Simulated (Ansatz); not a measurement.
# Nb: response to strain

Start from Nb in the bcc (W type) structure (space group Im-3m, No. 229; relaxed with 0.1 eV smearing).

```xyz
1
Lattice="-1.6522 1.6522 1.6522 1.6522 -1.6522 1.6522 1.6522 1.6522 -1.6522" Properties=species:S:1:pos:R:3 pbc="T T T"
Nb     0.0000     0.0000     0.0000
```

Strains are applied to the cell and any free atomic positions relax.

All numbers come from r2SCAN/PAW in Ansatz (a first-principles code), no spin-orbit coupling.

Notes on the quantities. energy relative to the base: free energy F.

```json
[
 {"case": "base", "pressure": "0.0 GPa", "energy relative to the base": "0 meV/atom", "shortest interatomic distance": "5.408 bohr"},
 {"case": "isotropic strain +0.50 %", "pressure": "-2.5 GPa", "energy relative to the base": "+2.2 meV/atom", "shortest interatomic distance": "5.435 bohr"},
 {"case": "isotropic strain +1.00 %", "pressure": "-4.9 GPa", "energy relative to the base": "+8.6 meV/atom", "shortest interatomic distance": "5.462 bohr"},
 {"case": "isotropic strain +1.50 %", "pressure": "[?]", "energy relative to the base": "[?]", "shortest interatomic distance": "5.489 bohr"},
 {"case": "isotropic strain +2.00 %", "pressure": "-9.3 GPa", "energy relative to the base": "+33 meV/atom", "shortest interatomic distance": "5.516 bohr"},
 {"case": "isotropic strain +2.50 %", "pressure": "-11.3 GPa", "energy relative to the base": "+52 meV/atom", "shortest interatomic distance": "5.543 bohr"},
 {"case": "isotropic strain +3.00 %", "pressure": "-13.1 GPa", "energy relative to the base": "+73 meV/atom", "shortest interatomic distance": "5.570 bohr"}
]
```

Fill in the withheld entries from the trend.


- isotropic strain +1.50 %, pressure: -7.2 GPa
- isotropic strain +1.50 %, energy relative to the base: +19 meV/atom

Stability against distortions was not tested. The final runs are not spin-polarised.
